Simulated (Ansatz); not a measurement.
# CdS: strain along the normal

CdS (zinc blende, F-43m, 23.846 Å³/atom at rest) under an equal strain ε in the (001) plane with the normal axis free, as in a coherent film. LDA in Ansatz, a plane-wave DFT program (PAW, default set), 420 eV, 10×10×10 Γ-centred mesh, Fermi-Dirac smearing 0.05 eV; ions are relaxed within the symmetry of each cell.

Here s stands for strain and y for normal strain.

| strain (%) | normal strain (%) |
|---|---|
| -1.50 | 2.21 |
| -1.00 | 1.48 |
| -0.50 | 0.74 |
| 0.00 | 0.00 |
| 0.50 | -0.76 |
| 1.00 | -1.52 |
| 1.50 | -2.30 |
| 3.00 | ? |

Q: Using a straight line, estimate the missing y at s = 3.00 from the other rows, showing the fit.

A: Means: s 0, y -0.021. About the means, the sum of products is -10.515 and the sum of squares of s is 7.0000; the slope is their ratio. Least squares gives y = -0.021 - 1.5021·s. Residuals (row less fit): -0.022, -0.001, 0.010, 0.021, 0.012, 0.003, -0.026; standard error 0.019 (degrees of freedom: 5). The slope, -1.50 ± 0.01, is the elastic response of the normal axis, −2C12/C11 for this plane. At the withheld row, y = -0.021 - 1.5021 × 3.0 = -4.527%. The calculation gives -4.66%, 0.133% below the prediction (1.9 % of the range of y in the table). The row lies outside the fitted rows, so this is an extrapolation. From the scatter of the fitted rows alone, a prediction at this place has a standard error of 0.030%, so the miss is 4.4 times that.

One order more, fitted to all 13 runs of the series, follows each within 0.01, so the miss is the next term of a smooth law. CdS is here a metastable form; wurtzite is the usual one. Rows are the converged runs of the series near zero and its far end; series whose fitted rows scatter by over a few per cent of the range, as at a crossing or softening among them, aren't shown in this form. Most that stay on the fit to the last digits aren't either.
